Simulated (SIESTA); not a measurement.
Band structure of MoP (P-6m2, 2 atoms in the cell).

```yaml
crystal:
  lattice:
    - [3.23476, 0.00000, 0.00000]
    - [-1.61738, 2.80138, 0.00000]
    - [0.00000, 0.00000, 3.18228]
  atoms:
    - { symbol: Mo, position: [0.00000, 0.00000, 0.00000] }
    - { symbol: P, position: [0.33333, 0.66667, 0.50000] }
```

Level of theory: SIESTA with GGA PBE, numerical atomic orbitals DZP, PseudoDojo PBE standard norm-conserving potentials (rewritten from UPF to PSML).

Settings: XC.functional = GGA; XC.authors = PBE; potentials = PseudoDojo PBE standard; PAO.BasisSize = DZP; PAO.EnergyShift = 0.01 Ry; MeshCutoff = 350 Ry; kgrid.MonkhorstPack = 8 8 7; OccupationFunction = FD; ElectronicTemperature = 1160.45 K; MaxSCFIterations = 150; SCF.Mixer.Method = Pulay; SCF.Mixer.Weight = 0.2; SCF.Mixer.History = 8; SCF.DM.Tolerance = 1.0E-04.

The starting cell comes from a database of computed structures (which also holds hypothetical and non-ambient phases and stackings), without a prior relaxation at this level. Spin polarisation is off; with an odd number of electrons in the cell that forces a metal, and a magnetic state may lie lower. Values carry the incompleteness of an atom-centred basis.

Levels in eV from the Fermi level, bands 6 to 11:
```tsv
point	6	7	8	9	10	11
Γ	-4.22	-3.36	-3.36	-0.52	0.23	0.23
M	-7.26	-3.92	-3.76	-1.24	-0.49	1.66
K	-6.61	-5.21	-3.74	-1.57	-0.10	0.61
A	-7.85	-2.81	-2.81	-1.74	-1.74	1.32
L	-6.19	-5.26	-4.50	-1.03	1.32	1.75
H	-6.90	-5.77	-3.27	-1.27	1.44	3.28
```

Bands cross the Fermi level along this path, so the cell is metallic at this level.

Higher empty bands are left out: an atom-centred basis made for the valence describes them poorly.
